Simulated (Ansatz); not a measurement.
For PtGe2 (model structure, started from the CrSi2 type, P6₂22, No. 180, 9 atoms in the cell), PBE (PAW; Ansatz, a program for electronic structure) gives:

| Property | Result |
|---|---|
| lattice constant a | 4.769 Å |
| c axis length | 8.029 Å |
| formation enthalpy | 0.007 eV/atom |

Problem. What does PBE-D3(BJ) (PAW; Ansatz) give for the same quantities?

Solution. 
- lattice constant a: 4.721 Å (decreases by 1.0 %)
- lattice parameter c: 7.863 Å (falls by 2.1 %)
- formation enthalpy: -0.023 eV/atom (moves by -0.030 eV/atom)

Changes are worked out from the printed values.

Unless a cell is named, each level is at its own relaxed cell (PBE 17.57, PBE-D3(BJ) 16.86 Å³/atom).

Levels without +SOC leave out spin–orbit coupling, which shifts energies and cells of such heavy elements.

Ansatz's density-functional and Hartree–Fock values are scalar-relativistic unless marked +SOC, with PAW data made under PBE.

A model structure was made by putting elements into a prototype or built by hand; it is no filed structure, need not be a known phase, and can be a saddle point held by its symmetry.
